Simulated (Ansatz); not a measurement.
Input:

End structure of a constructed model of the (111) surface of fcc Au, (√3x√3)R30° layer of S, one a cell, on the site that continues the host's stacking (bottom of the slab: a bare face, its two planes held):

```
CELL_PARAMETERS angstrom
      4.40939     2.54576     0.00000
     -4.40939     2.54576     0.00000
      0.00000     0.00000    30.00000
ATOMIC_POSITIONS crystal
  Au 0.00000 0.66667 0.26871
  Au 0.33333 0.33333 0.26871
  Au 0.66667 0.00000 0.26871
  Au 0.00000 0.33333 0.34872
  Au 0.33333 0.00000 0.34872
  Au 0.66667 0.66667 0.34872
  Au 0.00000 0.99906 0.42832
  Au 0.33239 0.66667 0.42832
  Au 0.66761 0.33428 0.42832
  Au 0.00000 0.66667 0.50906
  Au 0.33333 0.33333 0.50777
  Au 0.66667 0.00000 0.50777
  Au 0.00000 0.33148 0.58834
  Au 0.33519 0.00185 0.58834
  Au 0.66481 0.66667 0.58834
  Au 0.00000 0.02360 0.66827
  Au 0.35693 0.66667 0.66827
  Au 0.64307 0.30974 0.66827
  S  0.00000 0.66667 0.72072
```

Model: 19-atom slab, 13.9 Å thick at the start, 9x9x1 mesh, Fermi-Dirac 0.1 eV, dipole correction, 6 atoms held, the rest relaxed; symmetry of the start imposed; no spin, no spin-orbit, no U. It is one candidate, not shown to be the stable structure of the face.

Question: What is the computed work function of the top face (PBE (Ansatz, an electronic-structure program))?

Answer: 5.48 eV
